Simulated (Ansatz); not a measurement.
We consider HfSiO4 (I4₁/amd, No. 141, 12 atoms in the cell; start mp-4609), described by LDA (Ansatz, a quantum-chemistry and plane-wave program, PAW).

The run printed, among other lines:

```
Crystal: 12 atoms, lattice volume = 126.046 Å³
Basis set: ecut = 520 eV, 3347 PW (Γ), exchange–correlation on 90×90×90 points (8 copies of the dense FFT grid, shifted against one another)
Bands: 66, of which v1, the nominal top of the filled ones, is band 54 counted from 1 (53 counted from 0)
Symmetry: 16 space group operations
Space group: I41/amd (ITA 141), of the structure as read, at distance tolerance 5.0e-5 Å
k-points: 59 of 512
Initial density: superposition of atomic densities (chi_scale 0.1, normalization cell, long waves kept (reshape's long-wave potential 0.03 eV rms))
Functional: x = slater, c = lda
SCF iter   1: F=—  HF=-36642.269481 eV  |F-HF|=—  |Δ(HF+E_count)|=         —  Δρ=1.14e-1  dr2=2.53e1
SCF iter   2: F=—  HF=-36636.229941 eV  |F-HF|=—  |Δ(HF+E_count)|=    6.04e0  Δρ=5.46e-2  dr2=6.65e0
  ...
SCF iter  10: F=—  HF=-36633.768946 eV  |F-HF|=—  |Δ(HF+E_count)|=   6.21e-9  Δρ=1.55e-6  dr2=3.50e-9
SCF iter  11: F=-36633.768946 eV  HF=-36633.768946 eV  |F-HF|=7.28e-12  |Δ(HF+E_count)|=  8.88e-10  Δρ=2.80e-7  dr2=1.02e-10
SCF 1 converged in 11 iterations: F = -36633.768946 eV  dr2 = 1.02e-10
SCF converged after 11 iterations
Free energy (F): -36633.768946 eV
Internal energy: -36633.768946 eV  (E = F + TS)
E sigma→0 (E₀):  -36633.768946 eV
Fermi energy:    12.079130 eV
--- Forces (eV/Å), atoms counted from 1 ---
  atom   1  Hf    -0.00000000    -0.00000000     0.00000000
  atom   2  Hf     0.00000000     0.00000000     0.00000000
  atom   3  Si     0.00000000     0.00000000     0.00000000
  atom   4  Si     0.00000000     0.00000000     0.00000000
  atom   5  O      0.00000000    -0.00010536     0.00009766
  atom   6  O      0.00010536    -0.00000000     0.00009766
  atom   7  O      0.00000000     0.00010536     0.00009766
  atom   8  O     -0.00010536     0.00000000     0.00009766
  atom   9  O      0.00000000     0.00010536    -0.00009766
  atom  10  O      0.00010536    -0.00000000    -0.00009766
  atom  11  O      0.00000000    -0.00010536    -0.00009766
  atom  12  O     -0.00010536     0.00000000    -0.00009766
--- Stress (GPa, compression-positive) ---
        0.000677      -0.000000      -0.000000
       -0.000000       0.000677       0.000000
       -0.000000      -0.000000       0.002743
  P = ⅓ Tr σ = 0.0014 GPa (0.014 kbar)
```

Write an input file that could have produced this run (the log leaves some choices open).

This is not unique; one that fits is 
Ansatz 0.2 input:
```yaml
crystal:
  lattice:
    - [-3.2620501848, 3.2620501848, 2.9613352709]
    - [3.2620501848, -3.2620501848, 2.9613352709]
    - [3.2620501848, 3.2620501848, -2.9613352709]
  atoms:
    - { symbol: Hf, position: [0.0, 0.0, 0.0] }
    - { symbol: Hf, position: [0.75, 0.25, 0.5] }
    - { symbol: Si, position: [0.25, 0.75, 0.5] }
    - { symbol: Si, position: [0.5, 0.5, 0.0] }
    - { symbol: O, position: [0.1330053964, 0.3180519325, 0.8149534638] }
    - { symbol: O, position: [0.0680519325, 0.7530984687, 0.6850465362] }
    - { symbol: O, position: [0.5030984687, 0.3180519325, 0.1850465362] }
    - { symbol: O, position: [0.0680519325, 0.3830053964, 0.3149534638] }
    - { symbol: O, position: [0.6169946036, 0.9319480675, 0.6850465362] }
    - { symbol: O, position: [0.6819480675, 0.8669946036, 0.1850465362] }
    - { symbol: O, position: [0.2469015313, 0.9319480675, 0.3149534638] }
    - { symbol: O, position: [0.6819480675, 0.4969015313, 0.8149534638] }
basis:
  ecutwfc: 520
  ecutrho_ratio: 4
  xc_grid: 2
kpoints:
  mp_grid: { grid: [8, 8, 8] }
  band_path:
    path:
      - [0.0, 0.0, 0.0]
      - [0.0, 0.0, 0.083333]
      - [0.0, 0.0, 0.166667]
      - [0.0, 0.0, 0.25]
      - [0.0, 0.0, 0.333333]
      - [0.0, 0.0, 0.416667]
      - [0.0, 0.0, 0.5]
      - [-0.083333, 0.083333, 0.5]
      - [-0.166667, 0.166667, 0.5]
      - [-0.25, 0.25, 0.5]
      - [-0.333333, 0.333333, 0.5]
      - [-0.416667, 0.416667, 0.5]
      - [-0.5, 0.5, 0.5]
      - [-0.444444, 0.444444, 0.444444]
      - [-0.388889, 0.388889, 0.388889]
      - [-0.333333, 0.333333, 0.333333]
      - [-0.277778, 0.277778, 0.277778]
      - [-0.222222, 0.222222, 0.222222]
      - [-0.166667, 0.166667, 0.166667]
      - [-0.111111, 0.111111, 0.111111]
      - [-0.055556, 0.055556, 0.055556]
      - [0.05067, 0.05067, -0.05067]
      - [0.10134, 0.10134, -0.10134]
      - [0.152011, 0.152011, -0.152011]
      - [0.202681, 0.202681, -0.202681]
      - [0.253351, 0.253351, -0.253351]
      - [0.304021, 0.304021, -0.304021]
      - [0.354691, 0.354691, -0.354691]
      - [0.405361, 0.405361, -0.405361]
      - [0.456032, 0.456032, -0.456032]
      - [-0.456032, 0.543968, 0.456032]
      - [0.0625, 0.0625, 0.4375]
      - [0.125, 0.125, 0.375]
      - [0.1875, 0.1875, 0.3125]
      - [0.25, 0.25, 0.25]
      - [0.1875, 0.3125, 0.1875]
      - [0.125, 0.375, 0.125]
      - [0.0625, 0.4375, 0.0625]
      - [0.0, 0.5, 0.0]
      - [0.0, 0.416667, 0.0]
      - [0.0, 0.333333, 0.0]
      - [0.0, 0.25, 0.0]
      - [0.0, 0.166667, 0.0]
      - [0.0, 0.083333, 0.0]
    npoints: 1
hamiltonian:
  xc: lda
  dispersion: none
  pseudopotentials: { azcp: { folder: ./paw }, kind: paw }
scf:
  occupations: { method: fermi_dirac, width: 0.01 }
  convergence: { dr2_threshold: 0.0000000012 }
output:
  forces: true
  stress: true
  eigenvalues: true
  write_bands: true
```

The PAW data were made under PBE.

A start named mp-… is a Materials Project structure, which need not be a measured phase.
